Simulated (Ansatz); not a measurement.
Relaxation of cell and atoms of Rb3FeF6 (Fm-3m, 10 atoms in the cell) at several settings

```
Rb3FeF6
1.0
    0.00000     4.63057     4.63057
    4.63057     0.00000     4.63057
    4.63057     4.63057     0.00000
Rb Fe F
3 1 6
Direct
  0.25000   0.25000   0.25000
  0.75000   0.75000   0.75000
  0.50000   0.50000   0.50000
  0.00000   0.00000   0.00000
  0.78654   0.21346   0.21346
  0.21346   0.78654   0.78654
  0.21346   0.78654   0.21346
  0.78654   0.21346   0.78654
  0.21346   0.21346   0.78654
  0.78654   0.78654   0.21346
```
Moments meant for the start (each program seeds them in its own way; μB, in the order of the atoms Rb Rb Rb Fe F F F F F F): 0.0 0.0 0.0 4.0 0.0 0.0 0.0 0.0 0.0 0.0.

Base: LDA (PW92), default PAW files made with PBE run with Ansatz (a quantum-chemistry and plane-wave program). Its settings: basis.ecutwfc = 420 eV; kpoints.mp_grid.grid = 3 3 3; hamiltonian.xc = lda; hamiltonian.pseudopotentials = {kind: paw} (the program's default PAW files); magnetization.spin_polarized = true; scf.occupations.method = gaussian; scf.occupations.width = 0.01 eV. Starting volume 19.86 Å³ per atom.

Each line gives the change from the base single point and the result:

- relax: default → cell and atoms; relax.cell.p_target: default → -2 GPa: pressure -2.03 GPa; final cell a = 6.3740 Å, b = 6.3740 Å, c = 6.3740 Å, α = 60.00°, β = 60.00°, γ = 60.00°; final volume per atom 18.31 Å³; relaxation steps 8; free energy against the base single point -37.1 meV/atom.
- relax: default → cell and atoms: pressure -0.01 GPa; final cell a = b = c = 6.270 Å, α = β = γ = 60.00°; final volume per atom 17.43 Å³; relaxation steps 8; free energy against the base single point -43.1 meV/atom.

The starting cell comes from a database of computed structures (which also holds hypothetical and non-ambient phases and stackings), without a prior relaxation at this level. Its lattice was rescaled by a random factor within 2.5 % of one. With one magnetic atom in the cell only a parallel order is possible. Ansatz's pressure includes its estimate of the finite-basis (Pulay) stress.

Left out of this page: 1 run of the series unsound by tests on forces, stress, charge or solver warnings.

Keys are those of Ansatz 0.2.
